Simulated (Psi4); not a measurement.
Psi4 1.11, PBE0/def2-svp: Nb(F)5 ([F][Nb]([F])([F])([F])[F]), 6 atoms. The geometry is a generated start, not checked to be a minimum at this level.

```yaml
task: energy
method: pbe0
basis: def2-svp
memory: 3 GB
maxiter: 100
keys_of_the_molecule_block: symmetry c1
scf_type: df (default)
guess: auto, which took SAD (default)
scf_initial_accelerator: adiis (default)
e_convergence: 1e-06 (default)
d_convergence: 1e-06 (default)
dft_radial_points: 75 (default)
dft_spherical_points: 302 (default)
effective_core_potentials: those of the basis set, past Kr
basis_functions: 101
grid_points: 131197
```

```xyz
6

Nb     0.0009     0.0001     0.0004
F      1.4840    -0.9038    -0.5345
F     -0.3476     0.2109     1.7713
F     -1.1385     0.6900    -1.2365
F     -0.9283    -1.5235     0.0034
F      0.9295     1.5261    -0.0041
```

Charge 0 and multiplicity 1 are set for this test and not shown to be the ground state.

One run each on 2 threads. Values of diis_max_vecs tried: 3, 6, 10 (default), 20.

Question: Which value of diis_max_vecs needs the fewest SCF iterations, and what happens away from it?

Answer: Fewest SCF iterations, within one of each other: 6 with 9, 10 (default) with 9, 20 with 9. The count rises to 15 at 3. All converge to one solution.

```tsv
diis_max_vecs	SCF iterations	end
3	15	same solution
6	9	same solution
10 (default)	9	same solution
20	9	same solution
```
